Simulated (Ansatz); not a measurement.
## NiSi, pressure series

The parent structure is NiSi (space group Pnma, No. 62; non-magnetic).

```
CELL_PARAMETERS angstrom
      5.18983     0.00000     0.00000
      0.00000     3.35027     0.00000
      0.00000     0.00000     5.62355
ATOMIC_POSITIONS crystal
  Ni 0.50791 0.25000 0.68824
  Ni 0.00791 0.25000 0.81176
  Ni 0.49209 0.75000 0.31176
  Ni 0.99209 0.75000 0.18824
  Si 0.67925 0.25000 0.08277
  Si 0.17925 0.25000 0.41723
  Si 0.32075 0.75000 0.91723
  Si 0.82075 0.75000 0.58277
```

Cell and atoms are relaxed at each pressure.

Levels (all Ansatz, an electronic-structure program, PAW, earlier PAW set): PBE (420 eV, without spin-orbit coupling); r2SCAN (500 eV, no spin-orbit coupling).

The base cell above is that of PBE; each level relaxes its own structures.

```
case              volume per atom, PBE  volume per atom, r2SCAN
----------------  --------------------  -----------------------
pressure −2 GPa               12.37 Å³                 12.05 Å³
pressure −1 GPa               12.30 Å³                 11.98 Å³
pressure 0.3 GPa              12.20 Å³                 11.90 Å³
pressure 0.7 GPa              12.17 Å³                 11.87 Å³
pressure 1.5 GPa              12.11 Å³                 11.82 Å³
pressure 3 GPa                12.01 Å³                 11.72 Å³
pressure 5 GPa                11.88 Å³                 11.60 Å³
pressure 7.5 GPa              11.73 Å³                 11.46 Å³
pressure 10 GPa               11.59 Å³                 11.33 Å³
```

PBE lies above r2SCAN in every row, by 0.26 Å³ to 0.32 Å³. They put the cases in the same order.

Load acts through the strain it causes; cell and atoms are relaxed under it. Stability against distortions was not tested. No other phases were tried under pressure. Starting moments died away, wholly or in part, for the base; another magnetic solution may exist. All final runs are without spin polarisation.
